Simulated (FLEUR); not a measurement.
## How far to go with the k-point mesh at a smearing width of 0.3 eV: Al (Fm-3m, 1 atom in the cell)

```xyz
1
Lattice="0.0000 2.0311 2.0311 2.0311 0.0000 2.0311 2.0311 2.0311 0.0000" Properties=species:S:1:pos:R:3 pbc="T T T"
Al     0.0000     0.0000     0.0000
```

Method of the run: PBEsol, all-electron FLAPW (FLEUR), scalar-relativistic valence run with FLEUR.

Base settings: Kmax = 4 1/bohr; GmaxXC = 16 1/bohr; xcFunctional = PBEs; jspins = 1; l_soc = F; mode = hist; fermiSmearingEnergy = 0.00367493 Htr; mesh (inpgen div1-3) = 10 10 10; inpgen gamma flag = true; Gmax = 16 1/bohr.

In this ladder: fermiSmearingEnergy = 0.0110248 Htr. Moved along: kpt_gamma.

Only quantities that move along the ladder and can be compared are tabulated.

The starting cell has typed, rounded lattice constants, without a prior relaxation at this level. Its lattice was rescaled by up to half a per cent. Values depend on the basis (sphere radii, cutoffs, local orbitals), which need not be converged.

```csv
kpt_div,free energy less the last step's (meV/atom)
5 5 5,23.30
6 6 6,-48.25
7 7 7,-30.20
9 9 9,14.63
10 10 10,4.24
13 13 13,1.00
15 15 15,0.24
18 18 18,0.23
22 22 22,-0.10
27 27 27,-0.02
33 33 33,0.00
```

Coarsest kpt_div that holds the free energy within 5 meV/atom of the last step, with all finer ones: 10 10 10; the step before is off by 15 meV/atom.
